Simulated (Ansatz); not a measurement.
Results of PBE (plane waves, PAW; Ansatz, a first-principles code) for Ti3Al (P6₃/mmc, No. 194).

Numerical settings: plane-wave cutoff 520 eV, 12×12×14 k mesh (along the axes of the cell as run), Fermi–Dirac smearing 0.018 eV (set by the program), no spin polarisation, scalar-relativistic PAW data made under PBE.

Computed at the level's own relaxed cell.

Hill averages of the elastic tensor: K = 114.4 GPa, G = 58.8 GPa. Volume 16.694 Å³/atom, mean atomic mass 42.646 u.

Work out the density, the sound velocities of a polycrystal and the elastic Debye temperature at this level.

ρ = 1.66054 × 42.646/16.694 = 4.242 g/cm³. v_l = √[(K + 4G/3)/ρ] = 6.742 km/s and v_t = √(G/ρ) = 3.723 km/s. The mean follows from 3/v_m³ = 1/v_l³ + 2/v_t³: v_m = 4.148 km/s. Θ_D = (ħ/k_B) v_m (6π²/V)^(1/3) = 76.38 K Å s/km × 4.148 × 1.5251 Å⁻¹ = 483 K, counting all atoms of the cell.
